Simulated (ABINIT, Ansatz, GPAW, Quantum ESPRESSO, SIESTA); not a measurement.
## Cu₃Sn (Fm-3m, 4 atoms in the cell) computed with different codes at matched settings

Self-consistent single point.

```yaml
crystal:
  lattice:
    - [0.00000, 3.10029, 3.10029]
    - [3.10029, 0.00000, 3.10029]
    - [3.10029, 3.10029, 0.00000]
  atoms:
    - { symbol: Cu, position: [0.50000, 0.50000, 0.50000] }
    - { symbol: Cu, position: [0.75000, 0.75000, 0.75000] }
    - { symbol: Cu, position: [0.25000, 0.25000, 0.25000] }
    - { symbol: Sn, position: [0.00000, 0.00000, 0.00000] }
```

All programs got the same cell, k-point mesh and kind of occupations (in Ansatz's words: kpoints.mp_grid.grid = 9 9 9; scf.occupations.method = fermi_dirac; scf.occupations.width = 0.0073 Ry); potentials, basis and cutoffs are each program's usual ones.

```
code                                                                                                                                      model  pressure (GPa)  k-points       cutoff
----------------  -----------------------------------------------------------------------------------------------------------------------------  --------------  --------  -----------
Quantum ESPRESSO                                                                                   PBEsol, PSlibrary PAW (PBE) pseudopotentials           -8.55        35        55 Ry
ABINIT                                                                                       PBEsol, PAW (JTH v2.0 PBE PAW, files made for PBE)           -8.03        35        30 Ha
GPAW                                                                                      PBEsol, GPAW PAW datasets PBEsol (made by gpaw-setup)           -7.58        35       800 eV
SIESTA            GGA PBEsol, numerical atomic orbitals TZP, PseudoDojo PBEsol standard norm-conserving potentials (rewritten from UPF to PSML)           -7.83       365  grid 400 Ry
Ansatz                                                                                                          PBEsol, PAW files made with PBE           -7.79        35      default
```

The spread over the programs that give each value: pressure within 0.97 GPa.

The starting cell comes from a database of computed structures (which also holds hypothetical and non-ambient phases and stackings), without a prior relaxation at this level. Its lattice was rescaled by a random factor within 2.5 % of one. On Ansatz's run: Spin polarisation is off. In the base run, with a pressure of about -8 GPa the cell is away from its equilibrium volume at this level.

Problem. Why do the programs differ, and what cannot be compared?

Solution. Differences of this kind can come from the potentials, where these differ, and from what each basis and cutoff leave unconverged. The valence holds different numbers of electrons (Quantum ESPRESSO 47, ABINIT 71, GPAW 47, SIESTA 71, Ansatz (a first-principles code) 71). The zero of total energies and Fermi levels follows the potentials and each program's conventions, so they are not compared here. SIESTA uses small atom-centred bases, whose incompleteness enters pressures, forces and empty levels differently from a plane-wave cutoff. Ansatz's pressure is given at a fixed set of plane waves, as the other plane-wave codes print theirs; with its correction for the finite basis it is -7.71 GPa. Ansatz's smearing width was typed in Ry to four decimals, so it matches the others to a few per cent. The programs reduce the same mesh by symmetry to different extents, which changes the work and not the result.

Left out of this page: Elk and FLEUR (not drawn, or without a comparable value).

Keys are those of Ansatz 0.2.
